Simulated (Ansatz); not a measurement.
# Amorphous B₃₂N₃₂Co

It comes from a melt-quench run on a machine-learned potential (CHGNet), relaxed afterwards by DFT. N atoms were pushed apart under 1.9 Å during the dynamics, to hinder bonds among them. The hot cell started wider than the set density and was brought back towards it in steps. It is the lowest in DFT energy of 2 quenches. It is a model cell: composition and starting density were chosen by hand, and all elements were melted together. No dispersion term was used. Cycles of charging and discharging annealed it further.

Methods: PBE, scalar-relativistic without spin-orbit coupling (Ansatz, a first-principles code); r2SCAN, scalar-relativistic without spin-orbit coupling (Ansatz); HSE06, scalar-relativistic without spin-orbit coupling (Ansatz). Geometry, pressure, stress and energy are those of the PBE run. Its sampling: a 2×2×2 Γ-centred mesh; Fermi-Dirac width 0.01 eV; collinear spin, started from moments on atoms; no Hubbard U, moments started parallel, and no other order was tried (at the end a net moment of 3.0 μB). Other functionals are single points at the zone centre (r2SCAN at 500 eV; exact exchange cut at the cell's faces), free to take moments where seeds were set. In the spin-polarised cell the level spacing at the Fermi energy can part levels of unlike spin. At PBE the levels at both edges of the gap are localised (band-tail or defect states), and the nearest spread-out levels lie 3.1 eV apart at the zone centre.

The number of atoms in the cell comes out as 65. The density (held, not predicted) is 2.12 g/cm^3 and the volume per atom is 10.30 Å³. The pressure on a 2×2×2 Γ-centred mesh comes out as -1.41 GPa, the largest force and stress component on that mesh (the relaxation ran on one k-point at (1/4, 1/4, 1/4)) is 0.03 eV/Å and 4.7 GPa and the level spacing at the Fermi energy on a 2×2×2 Γ-centred mesh (PBE) is 0.57 eV. The level spacing at the Fermi energy at the zone centre (PBE) comes out as 0.58 eV and the level spacing at the Fermi energy at the zone centre (r2SCAN) comes out as 1.35 eV. The level spacing at the Fermi energy at the zone centre (HSE06) is 2.92 eV and the net moment is 3.00 μB.

Cut-offs for bonds: B-B 1.97 Å, B-N 1.86 Å, B-Co 2.31 Å, N-N 1.70 Å, N-Co 2.36 Å, Co-Co 2.77 Å. Two cations that share two anions don't count as bonded, nor two that share one unless they lie closer than B-B 1.80 Å, B-Co 2.25 Å, Co-Co 2.70 Å.

The mean coordination of B by anions is 2.94 (3 with 2, 28 with 3, 1 with 4); 2 close contacts or bonds to cations besides and the mean coordination of N is 3.03 (1 with 2, 29 with 3, 2 with 4). The mean coordination of Co by anions is 3.00 (1 with 3) and the mean B-N bond is 1.479 Å (spread 0.069 Å, 94 counted). The mean N-Co bond comes out as 1.922 Å (spread 0.021 Å, 3 counted).

Its density started from a set value of 2.12 g/cm³. The quench (nominally 730 K/ps over its main leg) was far faster than any real one, so the model tends to hold more defects than a real film. Values belong to this one cell and scatter from quench to quench. The volume was held where the preparation left it, at a PBE pressure of -1.4 GPa (tension). Stress components on the final sampling reach 4.7 GPa. Cycles of charging lowered its energy after that relaxation.
